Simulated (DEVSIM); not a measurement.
System: illuminated In0.53Ga0.47As p-on-n cell, one wavelength, at 250 K.

Layer 1 from the left is In0.53Ga0.47As, thickness (μm) 0.150, Na (cm⁻³) 7.7e17, τn (s) 1.4e-10, τp (s) 4.1e-9, absorption coefficient (cm⁻¹) 41000. Layer 2 from the left is In0.53Ga0.47As, thickness (μm) 1.70, Nd (cm⁻³) 1.3e15, τn (s) 4.6e-9, τp (s) 4.6e-9, absorption coefficient (cm⁻¹) 41000.

Left contact: ohmic, minority electron recombination velocity 500 cm/s. Right contact: ohmic, minority hole recombination velocity 4000 cm/s. Voltage is applied to the left contact. Recombination: SRH at mid-gap, radiative, Auger. Light enters at the left, 1.2e18 photons cm⁻² s⁻¹, one pass, no reflection. Mobility is constant in doping.

This is a model device: material constants are rounded textbook-type values typed into the input, and sizes, dopings and lifetimes were drawn at random. Values at 300 K; Nc and Nv go as T^1.5, mobilities as T to minus their exponent, the gap by Varshni's rule with the affinity fixed.

In0.53Ga0.47As: gap (eV) 0.74, affinity (eV) 4.51, permittivity 13.9, Nc (cm⁻³) 2.1e17, Nv (cm⁻³) 7.7e18, μn (cm²/Vs) 12000, μp (cm²/Vs) 300, T exponent of μn 1.6, T exponent of μp 1.6, B (cm³/s) 9.6e-11, Cn (cm⁶/s) 5e-29, Cp (cm⁶/s) 5e-29, Varshni α (eV/K) 0.00035, Varshni β (K) 190.

DEVSIM, 1D drift-diffusion, Boltzmann statistics, complete ionisation; no tunnelling, impact ionisation, image-force lowering or self-heating.

### Question
What does the simulation give for the potential step across the device at zero bias, the dark forward voltage at 100 A/cm², the open-circuit voltage?

### Answer
potential step across the device at zero bias 0.607 V; dark forward voltage at 100 A/cm² 0.576 V; open-circuit voltage 0.387 V.
